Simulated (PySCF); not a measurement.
PySCF 2.14.0, unrestricted WB97X/def2-svp, df: K(I) triplet ([K][I]), charge 0, multiplicity 3, 2 atoms. The geometry is a generated start, not checked to be a minimum at this level.

```yaml
task: energy
method: wb97x
basis: def2-svp
two_electron_scheme: density fitting
mol.max_memory: 3000 MB
mf.max_cycle: 100
mf.DIIS: CDIIS (default)
mf.conv_tol: 1e-09 (default)
mf.grids.level: 3 (default)
effective_core_potentials: those of the basis set, past Kr
basis_functions: 50
grid_points: 42000
```

```xyz
2

K     -1.0375    -0.7775    -0.9023
I      1.0375     0.7775     0.9023
```

Charge 0 and multiplicity 3 are set for this test and not shown to be the ground state.

With the defaults (mf.init_guess = minao, mf.level_shift = 0, mf.diis = true, newton = off, mf.damp = 0, mf.diis_start_cycle = 1, mf.diis_space = 8) it converges in 16 Fock builds. One run each on 2 threads, 1 BLAS thread, with these changes:
- mf.level_shift = 1 Hartree
- mf.init_guess = atom
- mf.damp = 0.3, mf.diis_start_cycle = 4
- mf.init_guess = huckel
- mf.diis = false, mf.damp = 0.7, mf.diis_start_cycle = 999
- mf.level_shift = 0.3 Hartree
- newton = Hessian by the SCF's own integrals
- mf.diis = false
- mf.init_guess = mod_huckel
- mf.diis_space = 3

Task: Which runs fail or end elsewhere than the default run?

Result: No convergence: mf.diis = false (the run ends without SCF convergence in 100 cycles). Another solution: mf.init_guess = huckel (230 meV higher); mf.init_guess = mod_huckel (230 meV higher); mf.level_shift = 0.3 Hartree (230 meV higher); mf.level_shift = 1 Hartree (230 meV higher); newton = Hessian by the SCF's own integrals (17000 meV higher). The rest reach the solution of the defaults.

```tsv
setting	Fock builds	end
mf.init_guess = atom	13	same solution
mf.damp = 0.3, mf.diis_start_cycle = 4	15	same solution
the defaults	16	same solution
mf.diis_space = 3	19	same solution
mf.diis = false, mf.damp = 0.7, mf.diis_start_cycle = 999	79	same solution
mf.init_guess = huckel	12	other solution, 230 meV higher
mf.init_guess = mod_huckel	12	other solution, 230 meV higher
mf.level_shift = 0.3 Hartree	25	other solution, 230 meV higher
mf.level_shift = 1 Hartree	50	other solution, 230 meV higher
newton = Hessian by the SCF's own integrals	116	other solution, 17000 meV higher
mf.diis = false	101	no convergence
```

Under newton the count holds the products with the orbital Hessian.
